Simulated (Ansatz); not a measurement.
```xyz
16
Lattice="0.0012 4.4313 4.4313 4.4325 0.0000 4.4325 4.4325 4.4325 0.0000" Properties=species:S:1:pos:R:3 pbc="T T T"
Ti     0.0000     0.0000     0.0000
Ti     2.2162     2.2162     0.0000
Nb     2.2162     0.0000     2.2162
Ti     4.4325     2.2162     2.2162
Nb     0.0006     2.2156     2.2156
Nb     2.2168     4.4319     2.2156
Nb     2.2168     2.2156     4.4319
Nb     4.4331     4.4319     4.4319
C      2.2351     2.2160     2.1974
C      4.4327     4.4136     2.1974
C      4.4493     2.1994     4.4156
C      6.6676     4.4136     4.4322
C      2.1986     4.4501     4.4315
C      4.4168     6.6644     4.4481
C      4.4334     4.4501     6.6664
C      6.6311     6.6478     6.6664
```

The mixing enthalpy is taken against the end members in the rock salt type (which need not be the stable form of NbC), relaxed in the same cell and mesh.

Calculation: PBE (plane waves to 420 eV, PAW; Ansatz, a quantum-chemistry and plane-wave program). Scalar-relativistic, without spin–orbit coupling; the runs are not spin-polarised. Its k-point mesh 5×5×5, Fermi–Dirac width 0.05 eV.

Question: Give the composition and order of this alloy cell, and its volume, bond lengths and mixing enthalpy.

Answer: A 16-atom cell of (Ti,Nb)C started in the rock salt structure, site fractions Ti 0.375, Nb 0.625, short-range order -0.07 in the first shell of the mixed sites (0 is random, a negative value favours unlike neighbours), space group R-3m at the end, an ordered arrangement that its symmetry holds.
* **volume per atom**: 10.88 Å³
* **C–Nb bonds**: 2.227 Å on average, from 2.216 to 2.235 (30)
* **C–Ti bonds**: 2.198 Å on average, from 2.197 to 2.200 (18)
* **mixing enthalpy per site of the mixed sublattice**: -50 meV
* **departure of the mean lattice parameter from Vegard's line**: under 0.15 %, inside the noise of the relaxations
